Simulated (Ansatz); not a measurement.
The parent structure is CdSe in the zinc blende structure (space group F-43m, No. 216; a = 6.1332 Å). Axes: x, y, z lie along the cube axes.

Calculations: r2SCAN (Ansatz, a quantum-chemistry and plane-wave program; PAW; 500 eV plane waves; no SOC).

Before the change:

| Item | Value |
|---|---|
| Valence-band top at Γ | 0.00, 0.00, 0.00 eV |
| Shortest interatomic distance | 2.656 Å |

The change: a pure shear with ε_xy = ε_yx = 0.0114; the atoms relax in the strained cell.

**Question.** What happens to the stress, energy relative to the base, valence-band top at Γ and shortest interatomic distance?

**Answer.** The stress (xx, yy, zz, yz, xz, xy; compression positive) comes out as (0.00, 0.00, 0.00, 0.00, 0.00, -0.51) GPa; the energy increases by 1.1 meV/atom; the valence-band top at Γ (three highest levels, from the VBM) becomes 0.00, -0.05, -0.10 eV (base: 0.00, 0.00, 0.00 eV); the shortest interatomic distance decreases by 0.003 Å (2.656 Å → 2.653 Å).

The levels and masses belong to the bands next to the band gap. Stability against distortions was not tested.
